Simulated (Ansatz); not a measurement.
# Ti2CS: pressure −2 GPa

The parent structure is Ti₂CS (space group P6_3/mmc, No. 194; a = 3.166 Å, c = 11.144 Å).

Modification: hydrostatic tension (pressure −2 GPa).

Level of theory: PBEsol (Ansatz, a program for electronic structure), no spin-orbit coupling. k-mesh 17×17×5 (Γ-centred); smearing 0.05 eV (Fermi–Dirac).

The volume per atom increases by 0.13 Å³ to 12.22 Å³ and the lattice parameter a rises by 0.0116 Å, from 3.166 Å to 3.177 Å. The c/a ratio is nearly the same (3.520 against 3.519) and the shortest interatomic distance goes up by 0.006 Å (2.139 Å → 2.145 Å). The enthalpy H = E + PV relative to the base's energy comes out as -0.15 eV/atom and the band gap stays zero.

Final structure:

```xyz
8
Lattice="3.1771 0.0000 0.0000 -1.5886 2.7515 0.0000 0.0000 0.0000 11.1790" Properties=species:S:1:pos:R:3 pbc="T T T"
Ti     0.0000     1.8343     4.4769
Ti     1.5886     0.9172     6.7021
Ti     1.5886     0.9172    10.0664
Ti     0.0000     1.8343     1.1126
C      0.0000     0.0000     5.5895
C      0.0000     0.0000     0.0000
S      1.5886     0.9172     2.7948
S      0.0000     1.8343     8.3843
```

Load acts through the strain it causes; cell and atoms are relaxed under it. Whether these cells are dynamically stable was not tested. All final runs are without spin polarisation. A zero or small gap of Ti2CS can be the functional's error rather than a property of the material.
